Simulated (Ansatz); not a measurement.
**ZrS₂ in the CdI2 type structure (space group P-3m1, No. 164; layered, stacked along the Cartesian z axis)**

Space group P-3m1 (No. 164); a = b = 3.635 Å, c = 5.720 Å, α = β = 90.00°, γ = 120.00°

| atom | site | symmetry | x | y | z |
|---|---|---|---|---|---|
| Zr | 1a | -3m. | 0.0000 | 0.0000 | 0.0000 |
| S | 2d | 3m. | 0.3333 | 0.6667 | 0.2553 |

Level of theory: DFT with PBE-D3(BJ), PAW potentials and a 420 eV plane-wave cutoff in Ansatz (a quantum-chemistry and plane-wave program), scalar-relativistic without spin-orbit coupling, earlier PAW set. Settings: 10×10×6 k-points, 0.05 eV Fermi–Dirac smearing.

```json
{
 "volume_per_atom": "21.82 Å³",
 "density": "3.94 g/cm³",
 "band_gap": "0.66 eV, indirect, Γ → L",
 "total_energy": "-1997.898 eV/atom (σ→0; compares only within this code and set-up)"
}
```

Whether these cells are dynamically stable was not tested.
